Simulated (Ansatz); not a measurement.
## ScPd3 (Pm-3m, No. 221, 4 atoms in the cell; start mp-2677): properties by level of theory

| level (code) | equilibrium lattice constant a (Å) | bulk modulus B0 (GPa) | cohesive energy (eV/atom) |
|---|---|---|---|
| LDA (Ansatz) | 3.902 | [?] | 5.92 |
| PBEsol (Ansatz) | 3.942 | [?] | [?] |
| r²SCAN (Ansatz) | [?] | 159 | 4.95 |

**Question.** Complete the blanks.

**Answer.** 
- LDA (Ansatz, a quantum-chemistry and plane-wave program), bulk modulus B0 (GPa): 187
- PBEsol (Ansatz), bulk modulus B0 (GPa): 169
- PBEsol (Ansatz), cohesive energy (eV/atom): 5.33
- r²SCAN (Ansatz), equilibrium lattice constant a (Å): 3.974

Caveats: the bulk modulus is −V dP/dV from two relaxed cells at ±2 % in volume (LDA, PBEsol, r²SCAN); the relaxation could not lower the start's symmetry, so the cell can be a saddle point above a distorted one (LDA, PBEsol, r²SCAN). Ansatz's density-functional and Hartree–Fock values are scalar-relativistic unless marked +SOC, with PAW data made under PBE.

The crystal itself was run without spin with LDA, PBEsol, r²SCAN; a magnetic state was not tried in these runs.

Free atoms are spin-polarised, in the lowest state found; at levels without +SOC their spin–orbit coupling is left out.

A start named mp-… is a Materials Project structure, which need not be a measured phase.
